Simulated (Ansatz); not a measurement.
End structure of Cl on the 1x1 (101) surface of anatase TiO2 (cut with top plane O), one in a 2x1 cell, started at the site 'top O #2':

Host crystal: anatase TiO2, with a band gap (PBE, scalar-relativistic without spin-orbit coupling).

```
CELL_PARAMETERS angstrom
      7.59752     0.00000     0.00000
      1.89938     5.20899     0.00000
      0.00000     0.00000    28.50000
ATOMIC_POSITIONS crystal
  O  0.14089 0.43645 0.33526
  O  0.64089 0.43645 0.33526
  Ti 0.06428 0.74287 0.36727
  Ti 0.56428 0.74287 0.36727
  O  0.28898 0.84409 0.35911
  O  0.78898 0.84409 0.35911
  O  0.46828 0.12690 0.38395
  O  0.96828 0.12690 0.38395
  Ti 0.19890 0.20438 0.38398
  Ti 0.69890 0.20438 0.38398
  O  0.11103 0.55589 0.41952
  O  0.61103 0.55589 0.41952
  O  0.21927 0.12291 0.45736
  O  0.71927 0.12291 0.45736
  Ti 0.13378 0.46230 0.48968
  Ti 0.63514 0.45949 0.48923
  O  0.36432 0.54280 0.49082
  O  0.86431 0.54146 0.49132
  O  0.04195 0.83117 0.50914
  O  0.54255 0.83128 0.50943
  Ti 0.27265 0.91171 0.50987
  Ti 0.77189 0.91146 0.51139
  O  0.18707 0.25020 0.54227
  O  0.68536 0.25022 0.54223
  O  0.29379 0.82124 0.58049
  O  0.79875 0.82099 0.58248
  Ti 0.20409 0.17048 0.61484
  Ti 0.70674 0.17298 0.61467
  O  0.43212 0.25913 0.61474
  O  0.93578 0.25598 0.61516
  O  0.11566 0.54144 0.64118
  O  0.61411 0.53814 0.64116
  Ti 0.34587 0.63619 0.63310
  Ti 0.83258 0.64132 0.63789
  O  0.26587 0.94451 0.66415
  O  0.74815 0.96142 0.66511
  Cl 0.99203 0.48129 0.71694
```

Model: 37-atom slab, 9.4 Å thick at the start under the adsorbate (thin: gaps and levels are the slab's own), 3x4x1 mesh, Fermi-Dirac 0.01 eV, dipole correction, single point; no symmetry held, on the structure that PBE left; spin-polarised, ending with about 1.0 μB a cell; orders that need a larger cell were not tried, no spin-orbit, no U, no dispersion correction. The program's check for a lower electronic state was not made. It is one chosen start, not shown to be the lowest state of the adsorbate.

A negative adsorption energy means that the adsorbate is more stable on the surface than in its reference.

Give the highest filled level below the top vacuum level at the level r2SCAN, at the PBE geometry and the start's symmetry run with Ansatz (a first-principles code).

8.16 eV

What is the computed adsorption energy against ½ Cl2(g) at the same level (r2SCAN, at the PBE geometry and the start's symmetry)?

17.1 kcal/mol

Predict the change of the step from the bottom to the top vacuum level, against the clean slab from r2SCAN, at the PBE geometry and the start's symmetry.

0.39 eV

What is the computed gap of the slab on its k-mesh (r2SCAN, at the PBE geometry and the start's symmetry)?

1.32 eV
